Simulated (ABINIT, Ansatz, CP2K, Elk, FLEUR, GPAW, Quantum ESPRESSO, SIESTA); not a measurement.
NaCl (Fm-3m, 2 atoms in the cell) computed with different codes at matched settings

Self-consistent single point, at a second geometry (lattice scaled by 0.98). First geometry:

```
NaCl
1.0
    0.00000     2.75076     2.75076
    2.75076     0.00000     2.75076
    2.75076     2.75076     0.00000
Na Cl
1 1
Cartesian
  0.00000   0.00000   0.00000
  2.75076   2.75076   2.75076
```

Shared settings, as Ansatz (a program for electronic structure) writes them: kpoints.mp_grid.grid = 8 8 8; scf.occupations.method = fermi_dirac; scf.occupations.width = 0.02 eV. Potentials and cutoffs stand in the table.

```tsv
code	model	ΔF from the first geometry (meV/atom)	pressure (GPa)	gap on the mesh (eV)	cutoff
CP2K	PBE, GPW, DZVP-MOLOPT-SR-GTH basis, GTH-PBE potentials (GTH_POTENTIALS)	36.7	6.26	5.655	grid 950 Ry
ABINIT	PBE, norm-conserving pseudopotentials (PseudoDojo nc-sr-05 PBE standard)	33.6	5.75	5.683	88 Ry
GPAW	PBE, GPAW PAW datasets PBE (gpaw-data 1.0.1)	33.2	5.68	5.692	850 eV
FLEUR	PBE, all-electron FLAPW (FLEUR), scalar-relativistic valence	34.0	–	5.834	Kmax 4.2 1/bohr
Ansatz	PBE, default PAW files	33.3	5.70	5.683	420 eV
Quantum ESPRESSO	PBE, GBRV 1.5 ultrasoft (PBE) pseudopotentials	34.7	5.90	5.677	40 Ry
Elk	PBE, all-electron FP-LAPW, Elk's shipped species files, APW+lo basis with extra local orbitals	33.8	–	5.668	rgkmax 8
SIESTA	GGA PBE, numerical atomic orbitals DZP, PseudoDojo PBE standard norm-conserving potentials (rewritten from UPF to PSML)	31.0	5.43	5.792	grid 350 Ry
```

A dash marks a value that a program does not give, or that is left out as unsure.

Gaps are read on the mesh.

The spread over the programs that give each value: ΔF from the first geometry within 5.7 meV/atom; pressure within 0.83 GPa; gap on the mesh within 0.179 eV.

CP2K and SIESTA use small atom-centred bases, whose incompleteness enters pressures, forces and empty levels differently from a plane-wave cutoff. FLEUR and Elk treat all electrons, but the usual bases taken here (sphere radii, linearisation, local orbitals, empty states) were not tested for convergence, so the values are no reference for the others. Ansatz's pressure is given at a fixed set of plane waves, as the other plane-wave codes print theirs. In the gap, FLEUR (by 0.151) lies more than 0.12 eV from the median of the plane-wave programs.

The starting cell comes from a database of computed structures (which also holds hypothetical and non-ambient phases and stackings), without a prior relaxation at this level. Its lattice was rescaled by a random factor within 2.5 % of one. For this run, on top of that: lattice scaled by 0.98.

Keys are those of Ansatz 0.2.
